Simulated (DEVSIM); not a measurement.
Device: illuminated Si p-on-n cell, one wavelength, with a back-surface field, at 300 K.

| layer (left to right) | material | thickness (μm) | Nd (cm⁻³) | Na (cm⁻³) | τn (s) | τp (s) | absorption coefficient (cm⁻¹) |
|---|---|---|---|---|---|---|---|
| 1 | Si | 0.540 | - | 3.8e18 | 5e-9 | 4.6e-8 | 1900 |
| 2 | Si | 76.0 | 4.8e16 | - | 3.1e-7 | 3.1e-7 | 1900 |
| 3 | Si | 1.10 | 3.1e18 | - | 3.1e-7 | 3.1e-7 | 1900 |

Left contact: ohmic, minority electron recombination velocity 2e6 cm/s. Right contact: ohmic, minority hole recombination velocity 5e6 cm/s. Voltage is applied to the left contact. Recombination: SRH at mid-gap, radiative, Auger. Light enters at the left, 1.6e18 photons cm⁻² s⁻¹, one pass, no reflection. Mobility is constant in doping.

This is a model device: material constants are rounded textbook-type values typed into the input, and sizes, dopings and lifetimes were drawn at random. Values at 300 K.

```csv
parameter,Si
gap (eV),1.124
affinity (eV),4.05
permittivity,11.7
Nc (cm⁻³),2.86e19
Nv (cm⁻³),3.1e19
μn (cm²/Vs),1417
μp (cm²/Vs),470
B (cm³/s),4.7e-15
Cn (cm⁶/s),2.8e-31
Cp (cm⁶/s),9.9e-32
```

Model (solved in DEVSIM): 1D drift-diffusion, Boltzmann statistics, complete ionisation; no tunnelling, impact ionisation, image-force lowering or self-heating.

Q: Tabulate band edges, carrier densities and field at zero bias, in the dark.

A: Energies count from the Fermi level of the right contact; mesh points crowd at the junctions.

```json
[
 {"x (μm)": "0.000", "Ec (eV)": "1.070", "Ev (eV)": "-0.054", "n (cm⁻³)": "< 1e2", "p (cm⁻³)": "3.8e18", "field (V/cm)": "≈ 0"},
 {"x (μm)": "0.05114", "Ec (eV)": "1.070", "Ev (eV)": "-0.054", "n (cm⁻³)": "< 1e2", "p (cm⁻³)": "3.8e18", "field (V/cm)": "≈ 0"},
 {"x (μm)": "0.1929", "Ec (eV)": "1.070", "Ev (eV)": "-0.054", "n (cm⁻³)": "< 1e2", "p (cm⁻³)": "3.8e18", "field (V/cm)": "≈ 0"},
 {"x (μm)": "0.4253", "Ec (eV)": "1.070", "Ev (eV)": "-0.054", "n (cm⁻³)": "< 1e2", "p (cm⁻³)": "3.8e18", "field (V/cm)": "≈ 0"},
 {"x (μm)": "0.5320", "Ec (eV)": "1.069", "Ev (eV)": "-0.055", "n (cm⁻³)": "< 1e2", "p (cm⁻³)": "3.6e18", "field (V/cm)": "-5200"},
 {"x (μm)": "0.5703", "Ec (eV)": "0.723", "Ev (eV)": "-0.401", "n (cm⁻³)": "2.1e7", "p (cm⁻³)": "5.7e12", "field (V/cm)": "-89000"},
 {"x (μm)": "0.6933", "Ec (eV)": "0.178", "Ev (eV)": "-0.946", "n (cm⁻³)": "2.9e16", "p (cm⁻³)": "4000", "field (V/cm)": "-6600"},
 {"x (μm)": "1.351", "Ec (eV)": "0.165", "Ev (eV)": "-0.959", "n (cm⁻³)": "4.8e16", "p (cm⁻³)": "2400", "field (V/cm)": "≈ 0"},
 {"x (μm)": "3.134", "Ec (eV)": "0.165", "Ev (eV)": "-0.959", "n (cm⁻³)": "4.8e16", "p (cm⁻³)": "2400", "field (V/cm)": "≈ 0"},
 {"x (μm)": "9.063", "Ec (eV)": "0.165", "Ev (eV)": "-0.959", "n (cm⁻³)": "4.8e16", "p (cm⁻³)": "2400", "field (V/cm)": "≈ 0"},
 {"x (μm)": "27.30", "Ec (eV)": "0.165", "Ev (eV)": "-0.959", "n (cm⁻³)": "4.8e16", "p (cm⁻³)": "2400", "field (V/cm)": "≈ 0"},
 {"x (μm)": "64.92", "Ec (eV)": "0.165", "Ev (eV)": "-0.959", "n (cm⁻³)": "4.8e16", "p (cm⁻³)": "2400", "field (V/cm)": "≈ 0"},
 {"x (μm)": "73.00", "Ec (eV)": "0.165", "Ev (eV)": "-0.959", "n (cm⁻³)": "4.8e16", "p (cm⁻³)": "2400", "field (V/cm)": "≈ 0"},
 {"x (μm)": "75.42", "Ec (eV)": "0.165", "Ev (eV)": "-0.959", "n (cm⁻³)": "4.8e16", "p (cm⁻³)": "2400", "field (V/cm)": "≈ 0"},
 {"x (μm)": "76.32", "Ec (eV)": "0.165", "Ev (eV)": "-0.959", "n (cm⁻³)": "4.8e16", "p (cm⁻³)": "2400", "field (V/cm)": "≈ 0"},
 {"x (μm)": "76.49", "Ec (eV)": "0.162", "Ev (eV)": "-0.962", "n (cm⁻³)": "5.5e16", "p (cm⁻³)": "2100", "field (V/cm)": "-1900"},
 {"x (μm)": "76.54", "Ec (eV)": "0.079", "Ev (eV)": "-1.045", "n (cm⁻³)": "1.3e18", "p (cm⁻³)": "< 1e2", "field (V/cm)": "-82000"},
 {"x (μm)": "76.59", "Ec (eV)": "0.057", "Ev (eV)": "-1.067", "n (cm⁻³)": "3.1e18", "p (cm⁻³)": "< 1e2", "field (V/cm)": "≈ 0"},
 {"x (μm)": "76.86", "Ec (eV)": "0.057", "Ev (eV)": "-1.067", "n (cm⁻³)": "3.1e18", "p (cm⁻³)": "< 1e2", "field (V/cm)": "≈ 0"},
 {"x (μm)": "77.33", "Ec (eV)": "0.057", "Ev (eV)": "-1.067", "n (cm⁻³)": "3.1e18", "p (cm⁻³)": "< 1e2", "field (V/cm)": "≈ 0"},
 {"x (μm)": "77.56", "Ec (eV)": "0.057", "Ev (eV)": "-1.067", "n (cm⁻³)": "3.1e18", "p (cm⁻³)": "< 1e2", "field (V/cm)": "≈ 0"},
 {"x (μm)": "77.64", "Ec (eV)": "0.057", "Ev (eV)": "-1.067", "n (cm⁻³)": "3.1e18", "p (cm⁻³)": "< 1e2", "field (V/cm)": "≈ 0"}
]
```
